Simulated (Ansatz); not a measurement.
Reference: C (Fd-3m), r2SCAN, rigid bands (plane waves, PAW, scalar-relativistic; Ansatz, a program for electronic structure); axes and stresses refer to this cell.

```xyz
2
Lattice="0.0000 1.7769 1.7769 1.7769 0.0000 1.7769 1.7769 1.7769 0.0000" Properties=species:S:1:pos:R:3 pbc="T T T"
C      0.0000     0.0000     0.0000
C      0.8885     0.8885     0.8885
```

- band gap: 4.38 eV
- Seebeck coefficient, p-type 1e19 cm⁻³: 327 μV/K
- electron conductivity mass: 0.39 mₑ

```json
[
 {"Change": "biaxial stress in (111) of -11 GPa (compression positive)", "band gap": "4.32 eV", "Seebeck coefficient, p-type 1e19 cm⁻³": "324 μV/K", "electron conductivity mass": "0.39 mₑ"},
 {"Change": "biaxial stress in (111) of 11 GPa (compression positive)", "band gap": "4.40 eV", "Seebeck coefficient, p-type 1e19 cm⁻³": "318 μV/K", "electron conductivity mass": "0.39 mₑ"},
 {"Change": "biaxial stress in (111) of 33 GPa (compression positive)", "band gap": "4.39 eV", "Seebeck coefficient, p-type 1e19 cm⁻³": "283 μV/K", "electron conductivity mass": "0.39 mₑ"},
 {"Change": "hydrostatic pressure of -33 GPa (compression positive)", "band gap": "4.17 eV", "Seebeck coefficient, p-type 1e19 cm⁻³": "328 μV/K", "electron conductivity mass": "0.39 mₑ"},
 {"Change": "hydrostatic pressure of 11 GPa (compression positive)", "band gap": "4.43 eV", "Seebeck coefficient, p-type 1e19 cm⁻³": "327 μV/K", "electron conductivity mass": "0.39 mₑ"},
 {"Change": "hydrostatic pressure of 66 GPa (compression positive)", "band gap": "(withheld)", "Seebeck coefficient, p-type 1e19 cm⁻³": "(withheld)", "electron conductivity mass": "(withheld)"}
]
```

**Question.** Fill in the missing entries.

**Answer.** 
- hydrostatic pressure of 66 GPa (compression positive), band gap: 4.66 eV
- hydrostatic pressure of 66 GPa (compression positive), Seebeck coefficient, p-type 1e19 cm⁻³: 326 μV/K
- hydrostatic pressure of 66 GPa (compression positive), electron conductivity mass: 0.39 mₑ

Masses are for dilute carriers at 300 K, harmonic means over directions unless an axis is named. Seebeck coefficients are for the stated density at 300 K, with one relaxation time for all states and whether or not that doping can be reached. Spin-orbit coupling is left out unless a row names it. Stresses and pressures are the targets of the relaxation.  The structure type is held under load, also where the real crystal would transform.
